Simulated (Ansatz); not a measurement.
**Bi: uniaxial strain ε_zz = +2.54 %**

Consider Bi (space group R-3m, No. 166; a = 4.4730 Å, c = 11.2655 Å (hexagonal axes); relaxed with 0.1 eV smearing). Axes: x lies along a and z along c of the hexagonal cell.

Now apply this change: the cell is stretched by 2.54 % along z with no lateral relaxation, atoms relaxed at fixed cell.

The values are results of Ansatz (a quantum-chemistry and plane-wave program), PBEsol-D3(BJ), PAW, cutoff 420 eV, without spin-orbit coupling, earlier PAW set, not measurements. k-mesh 16×16×16 (Γ-centred); smearing 0.1 eV (Fermi–Dirac).

- Volume per atom: 33.36 Å³ (base 32.53 Å³)
- Space group: R-3m (No. 166) (base R-3m (No. 166))
- Shortest interatomic distance: 3.069 Å (base 3.068 Å)
- Energy relative to the base (free energy F): +3.4 meV/atom
- Band gap: zero (base zero)
- Largest internal atomic displacement: 0.020 Å
- Stress (xx, yy, zz, yz, xz, xy; compression positive): (-0.8, -0.8, -1.3, 0.0, 0.0, 0.0) GPa

Cost of the whole job for the changed cell (relaxation, final SCF and bands): very roughly 2.6 core-minutes.

With Bi present, leaving out spin-orbit coupling can change the band edges. Whether these cells are dynamically stable was not tested.
